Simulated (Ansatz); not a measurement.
# WS2: S → Se

Consider WS2 in the 2H-MoS2 type structure (space group P6_3/mmc, No. 194; a = 3.154 Å, c = 12.141 Å; layered, stacked along the Cartesian z axis).

Perturbation: full substitution S → Se, then cell and atoms are relaxed.

All numbers come from PBE-D3(BJ) in Ansatz (plane waves to 420 eV, PAW, without spin-orbit coupling), earlier PAW set. k-mesh 12×12×3 (Γ-centred); smearing 0.05 eV (Fermi–Dirac).

The volume per atom increases by 2.41 Å³, from 17.44 Å³ to 19.85 Å³ and the lattice parameter a grows by 12.5 pm (315.4 pm → 327.9 pm). The c/a ratio rises by 0.051 to 3.900 and the space group remains P6_3/mmc (No. 194). The shortest interatomic distance grows by 12.6 pm, from 240.8 pm to 253.4 pm and the band gap shrinks by 0.01 eV, from 0.88 eV to 0.87 eV. The gap character stays indirect, Γ → K–Γ (47 % along) and the smallest direct gap falls by 0.26 eV, from 1.83 eV to 1.57 eV. The width of the top valence band drops by 0.36 eV, from 1.88 eV to 1.52 eV and the hole mass changes from 0.89 mₑ along c, 0.56 mₑ across (at Γ) to 1.3 mₑ along c, 0.70 mₑ across (at Γ). The valence-band top at Γ (three highest levels, from the VBM) becomes 0.00, -0.96, -1.20 eV (base: 0.00, -1.30, -1.42 eV).

Final structure:

```
WSe2
1.0
    3.27912     0.00000     0.00000
   -1.63956     2.83980     0.00000
    0.00000     0.00000    12.78723
W Se
2 4
Direct
  0.33333   0.66667   0.25000
  0.66667   0.33333   0.75000
  0.33333   0.66667   0.61829
  0.66667   0.33333   0.11829
  0.66667   0.33333   0.38171
  0.33333   0.66667   0.88171
```

With W present, leaving out spin-orbit coupling can change the band edges. Effective masses come from finite differences of ±0.01 Å⁻¹. Stability against distortions was not tested.

Ansatz is a quantum-chemistry and plane-wave program.
